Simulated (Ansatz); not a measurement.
# A computed series for GaP: response to strain

The parent structure is GaP in the zinc blende structure (space group F-43m, No. 216; a = 5.391 Å). Axes: x, y, z lie along the cube axes.

Strains are applied to the cell and any free atomic positions relax; under biaxial strain the out-of-plane vector relaxes too.

Method: LDA (Ansatz, a quantum-chemistry and plane-wave program; PAW; 420 eV plane waves; no spin-orbit coupling).

Notes on the quantities. energy relative to the base: free energy F.

```csv
variant,energy relative to the base,smallest direct gap,gap character
base,0 meV/atom,1.88 eV,–
"biaxial strain −2.08 %, plane normal [111], relaxed out of plane",+11 meV/atom,1.97 eV,"indirect, Γ → F"
"biaxial strain −1.67 %, plane normal [111], relaxed out of plane",+7.3 meV/atom,1.97 eV,"indirect, Γ → k = (0, 0.455, -0.455) in the run's primitive reciprocal basis"
"biaxial strain −1.25 %, plane normal [111], relaxed out of plane",+4.1 meV/atom,1.96 eV,"indirect, Γ → F–Γ (13 % along)"
"biaxial strain −0.83 %, plane normal [111], relaxed out of plane",+1.8 meV/atom,1.94 eV,"indirect, Γ → F–Γ (13 % along)"
"biaxial strain −0.42 %, plane normal [111], relaxed out of plane",+0.4 meV/atom,1.92 eV,"indirect, Γ → F–Γ (13 % along)"
"biaxial strain +0.42 %, plane normal [111], relaxed out of plane",+0.5 meV/atom,1.79 eV,"indirect, Γ → F–Γ (13 % along)"
"biaxial strain +1.67 %, plane normal [111], relaxed out of plane",+6.9 meV/atom,1.53 eV,"indirect, Γ → T"
"biaxial strain +2.08 %, plane normal [111], relaxed out of plane",+11 meV/atom,1.44 eV,"indirect, Γ → T"
"biaxial strain +2.50 %, plane normal [111], relaxed out of plane",[?],[?],"indirect, Γ → T"
```

Question: Some entries are withheld; estimate them.

Answer: 
- biaxial strain +2.50 %, plane normal [111], relaxed out of plane, energy relative to the base: +15 meV/atom
- biaxial strain +2.50 %, plane normal [111], relaxed out of plane, smallest direct gap: 1.35 eV

Stability against distortions was not tested. Labels are those of the standard path for the cell's own space group.
